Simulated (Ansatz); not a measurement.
A calculation on TcAgO₄ (I4₁/a, No. 88, 12 atoms in the cell; start COD 2013356) returned lattice constant a 5.232 Å, lattice parameter c 11.502 Å, cohesive energy 4.78 eV/atom.

Problem. Which level of theory produced these numbers?
A. PBEsol (Ansatz, a first-principles code)
B. LDA (Ansatz)
C. r²SCAN+rVV10 (Ansatz)
D. r²SCAN (Ansatz)

Solution. C, r²SCAN+rVV10 (Ansatz)

The others give: PBEsol 5.266 Å, 11.369 Å, 5.18 eV/atom; r²SCAN 5.291 Å, 11.594 Å, 4.64 eV/atom; LDA 5.146 Å, 11.083 Å, 5.90 eV/atom.

Unless a cell is named, each level is at its own relaxed cell (LDA 12.23, PBEsol 13.13, r²SCAN 13.52, r²SCAN+rVV10 13.12 Å³/atom).

Caveats: the relaxation could not lower the start's symmetry, so the cell can be a saddle point above a distorted one (PBEsol, r²SCAN, LDA, r²SCAN+rVV10). Ansatz's density-functional and Hartree–Fock values are scalar-relativistic unless marked +SOC, with PAW data made under PBE.
